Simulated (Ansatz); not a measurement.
Ansatz (an electronic-structure program) run on Zr (Im-3m, 1 atom in the cell): self-consistent single point.

Method of the run: LDA (PW92), PAW files made with PBE (plane waves; Ansatz).

The change in words: lattice scaled by 0.98; basis.ecutwfc: 420 eV → 295 eV. Reference geometry:
```xyz
1
Lattice="-1.7998 1.7998 1.7998 1.7998 -1.7998 1.7998 1.7998 1.7998 -1.7998" Properties=species:S:1:pos:R:3 pbc="T T T"
Zr     0.0000     0.0000     0.0000
```

Reference input (self-consistent single point, DFT, LDA (PW92), plane waves, PAW files made with PBE): basis.ecutwfc = 420 eV; kpoints.mp_grid.grid = 13 13 13; hamiltonian.xc = lda; hamiltonian.pseudopotentials = {kind: paw} (the program's default PAW files); scf.occupations.method = fermi_dirac; scf.occupations.width = 0.1 eV. This run's input differs from it in these lines:

Ansatz 0.2 input:
```diff
@@ -2,5 +2,5 @@
   lattice:
-    - [-1.79979900, 1.79979900, 1.79979900]
-    - [1.79979900, -1.79979900, 1.79979900]
-    - [1.79979900, 1.79979900, -1.79979900]
+    - [-1.76380300, 1.76380300, 1.76380300]
+    - [1.76380300, -1.76380300, 1.76380300]
+    - [1.76380300, 1.76380300, -1.76380300]
   atoms:
@@ -8,3 +8,3 @@
 basis:
-  ecutwfc: 420.0
+  ecutwfc: 295.0
 kpoints:
```

Output (repeated stretches shortened):

```
SCF iter   1: F=—  HF=-4077.502749 eV  |F-HF|=—  |Δ(HF+E_count)|=         —  Δρ=2.18e-2  dr2=1.44e-1  ethr=3.10e-3  ⟨swp⟩=5.1  Hψ=4705  notcnv=0
all-band conjugate gradients solve this SCF's bands
preconditioner: auto → none
SCF iter   2: F=—  HF=-4077.442274 eV  |F-HF|=—  |Δ(HF+E_count)|=   6.05e-2  Δρ=5.66e-3  dr2=4.70e-3  ethr=1.20e-3  ⟨swp⟩=3.0  Hψ=2219  notcnv=0
SCF iter   3: F=—  HF=-4077.441978 eV  |F-HF|=—  |Δ(HF+E_count)|=   2.96e-4  Δρ=2.06e-3  dr2=3.87e-4  ethr=3.91e-5  ⟨swp⟩=2.0  Hψ=976  notcnv=0
SCF iter   4: F=—  HF=-4077.442130 eV  |F-HF|=—  |Δ(HF+E_count)|=   1.52e-4  Δρ=1.19e-4  dr2=1.08e-6  ethr=3.22e-6  ⟨swp⟩=2.0  Hψ=1291  notcnv=0
SCF iter   5: F=—  HF=-4077.442131 eV  |F-HF|=—  |Δ(HF+E_count)|=   9.53e-7  Δρ=6.36e-6  dr2=3.29e-9  ethr=8.33e-10  ⟨swp⟩=5.1  Hψ=4051  notcnv=0
SCF iter   6: F=-4077.442131 eV  HF=-4077.442131 eV  |F-HF|=4.55e-13  |Δ(HF+E_count)|=   1.52e-9  Δρ=2.47e-7  dr2=8.51e-12  ethr=2.74e-11  ⟨swp⟩=1.0  Hψ=2563  notcnv=0
SCF 1 converged in 6 iterations: F = -4077.442131 eV  dr2 = 8.51e-12
Free energy (F): -4077.442131 eV
Internal energy: -4077.385879 eV  (E = F + TS)
E sigma→0 (E₀):  -4077.414005 eV
Entropy (-TS):   -0.056252 eV (-56.252 meV/atom)
Fermi energy:    14.375528 eV
--- Forces (eV/Å), atoms counted from 1 ---
  atom   1  Zr     0.00000000    -0.00000000    -0.00000000
--- Stress (GPa, compression-positive) ---
       -3.277965      -0.000000      -0.000000
       -0.000000      -3.277965       0.000000
        0.000000       0.000000      -3.277965
  P = ⅓ Tr σ = -3.2780 GPa (-32.780 kbar)
  The stress holds the Pulay correction. Without it, at fixed plane waves, as pw.x and ABINIT print it: P = -4.4430 GPa
```

The run converged in 6 iterations. Against the reference run the free energy goes down by 33.9 meV/atom and the pressure goes from -8.11 to -3.28 GPa.

The starting cell comes from a database of computed structures (which also holds hypothetical and non-ambient phases and stackings), without a prior relaxation at this level. Its lattice was rescaled by up to half a per cent. For this run, on top of that: lattice scaled by 0.98. Ansatz's pressure includes its estimate of the finite-basis (Pulay) stress. Without the estimate this run gives -4.44 GPa. The cutoff lies below the one recommended for these files.
